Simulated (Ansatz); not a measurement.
Data:

Host crystal: monoclinic ZrO2, with a band gap (PBE, scalar-relativistic without spin-orbit coupling).

End structure of Au on the 1x1 (100) surface of monoclinic ZrO2 (cut with top plane 2 O), one in a 1x1 cell, started at the site 'over Zr at depth 1.1 Å':

```xyz
25
Lattice="5.2418 0.0000 0.0000 0.0000 5.3788 0.0000 0.0000 0.0000 29.0000" Properties=species:S:1:pos:R:3 pbc="T T T"
O      1.0287     4.6930     9.7952
O      1.5922     2.0036     9.7952
Zr     0.3851     0.8845    10.8571
Zr     2.2357     3.5739    10.8571
O      3.8845     4.8514    11.6201
O      3.9781     2.1620    11.6201
O      1.2717     2.3532    12.3069
O      1.3492     5.0426    12.3069
Zr     2.9062     0.9371    13.0821
Zr     4.9565     3.6265    13.0821
O      3.4997     2.6974    14.1411
O      4.3629     5.3869    14.1411
O      0.8776     3.6267    14.8597
O      1.7490     0.9282    14.8483
Zr     0.2623     0.0137    15.9158
Zr     2.3371     2.6891    15.9149
O      3.8879     3.9749    16.7281
O      3.9640     1.2769    16.7800
O      1.2460     1.4610    17.3089
O      1.3318     4.1617    17.3725
Zr     2.9298     0.0260    18.1267
Zr     4.8913     2.7714    18.2558
O      3.4980     1.6790    19.2703
O      4.1571     4.3560    19.2403
Au     1.6796     2.4003    20.2642
```

Model: 25-atom slab, 9.4 Å thick at the start under the adsorbate (thin: gaps and levels are the slab's own), 4x4x1 mesh, Fermi-Dirac 0.01 eV, dipole correction, 12 atoms held, the rest relaxed; no symmetry held; spin-polarised, ending with about 1.0 μB a cell; orders that need a larger cell were not tried, no spin-orbit, no U, no dispersion correction. At the end it is bonded to O + 2 Zr. In PBE it is, or lies within 0.03 eV of, the lowest of the starts that converged.

A negative adsorption energy means that the adsorbate is more stable on the surface than in its reference.

Task: What is the computed highest filled level below the top vacuum level (PBE in Ansatz, a program for electronic structure)?

Result: 5.58 eV

Task: Predict the gap of the slab on its k-mesh from PBE.

Result: 0.58 eV

Task: What is the computed change of the step from the bottom to the top vacuum level, against the clean slab (PBE)?

Result: -0.34 eV

Task: Estimate the adsorption energy against an atom of fcc Au that PBE returns for this input.

Result: 1.96 eV
